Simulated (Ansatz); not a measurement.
## WC: stress against strain

WC (WC type, P-6m2, 10.288 Å³/atom at rest, c along z) under a strain ε along c (axis z), the other axes held. PBEsol in Ansatz, a plane-wave DFT program (PAW, default set), 420 eV, 23×23×20 Γ-centred mesh, Fermi-Dirac smearing 0.10 eV; ions are relaxed within the symmetry of each cell. Stress is positive for a compressed cell.

Here s stands for strain and y for stress zz.

```csv
strain (%),stress zz (GPa)
-3.00,?
-1.50,15.54
-1.00,10.19
-0.50,5.02
0.00,0.00
0.50,-4.86
1.00,-9.57
1.50,-14.13
```

The 7 complete rows are fitted with a straight line, y against s. Means: s 0, y 0.313. About the means, the sum of products is -69.205 and the sum of squares of s is 7.0000; the slope is their ratio. Least squares gives y = 0.313 - 9.8864·s. Residuals (row less fit): 0.397, -0.009, -0.236, -0.313, -0.230, 0.003, 0.387; standard error 0.321 (degrees of freedom: 5). The slope gives the elastic constant C33 = 989 ± 12 GPa.

Problem. Estimate the missing y (s = -3.00); what did the run itself give?

Solution. y = 0.313 - 9.8864 × (-3.0) = 29.972 GPa. The calculation gives 32.63 GPa, 2.658 GPa above the prediction (5.7 % of the range of y in the table). The row lies outside the fitted rows, so this is an extrapolation. From the scatter of the fitted rows alone, a prediction at this place has a standard error of 0.500 GPa, so the miss is 5.3 times that.

One order more, fitted to all 13 runs of the series, follows each within 0.05, so the miss is the next term of a smooth law. In a metal these values are sensitive to mesh and smearing; energies are taken to zero smearing, stresses follow the free energy. Rows are the converged runs of the series near zero and its far end; series whose fitted rows scatter by over a few per cent of the range, as at a crossing or softening among them, aren't shown in this form. Most that stay on the fit to the last digits aren't either.
